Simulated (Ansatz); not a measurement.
```xyz
28
Lattice="3.0073 0.0013 0.0598 0.0007 3.0061 -0.1320 -0.6143 -1.6607 30.5154" Properties=species:S:1:pos:R:3 pbc="T T T"
Mg     0.5563    -0.6865     3.2922
Mg     2.1034     0.7227     1.1227
Mg     0.4704    -0.4980     7.5454
Mg     2.0173     0.9114     5.3828
Mg     0.3842    -0.3095    11.7986
Mg     1.9313     1.0999     9.6360
Mg     0.2977    -0.1207    16.0574
Mg     1.8449     1.2886    13.8890
O      2.0601     0.8174     3.2593
O      0.5990    -0.7805     1.1671
O      1.9743     1.0058     7.5128
O      0.5133    -0.5921     5.4226
O      1.8881     1.1943    11.7644
O      0.4273    -0.4037     9.6746
O      1.8015     1.3830    16.0193
O      0.3410    -0.2151    13.9271
C      1.7114     1.5804    20.4748
C      0.2515    -0.0198    18.3292
C      1.6232     1.7742    24.8594
C      0.1634     0.1736    22.7042
C      1.5352     1.9675    29.2349
C      0.0752     0.3674    27.0889
Ti     0.2071     0.0776    20.5320
Ti     1.7549     1.4850    18.3190
Ti     0.1193     0.2702    24.8898
Ti     1.6672     1.6775    22.6732
Ti     0.0319     0.4625    29.2428
Ti     1.5796     1.8702    27.0310
```

The first 16 atoms are the substrate (MgO-rs), the rest the film (TiC-rs).

Calculation: PBE (plane waves to 420 eV, PAW; Ansatz, a first-principles code). No spin–orbit coupling; the runs are not spin-polarised; PBE gaps are too small against experiment. Its k-point mesh 10×10×1, Fermi–Dirac width 0.05 eV.

Q: Describe the bonding at the interfaces and give the barriers.

A: A periodic stack without vacuum, rock-salt TiC (0 0 1) on rock-salt MgO (0 0 1) (film strained to the substrate, started from cuts of the bulks and a machine-learned relaxation; slabs Mg8O8 and C6Ti6, which can lie off the formulas): substrate slab Mg8O8, film C6Ti6, surface cells [[1, 0], [1, 1]] and [[1, 0], [1, 1]], film strained by -1.8 and -1.8 %, outermost planes MgO/MgO and CTi/CTi as cut, which need not be the usual terminations and can put a slab off its formula.
The interface area is 9.1 Å² and the period comes out as 30.42 Å. The heights between the nearest atoms of the two slabs at the two interfaces is 2.27 and 2.27 Å, the Mg–Ti contacts across the interfaces within 1.22 times the sum of covalent radii comes out as 8, mean 3.13 Å and the C–Mg contacts across the interfaces within 1.22 times the sum of covalent radii is 2, mean 2.27 Å. The O–Ti contacts across the interfaces within 1.22 times the sum of covalent radii comes out as 2, mean 2.31 Å. The hole barrier (PBE) comes out as 2.16 eV and the electron barrier (PBE) is 2.30 eV.
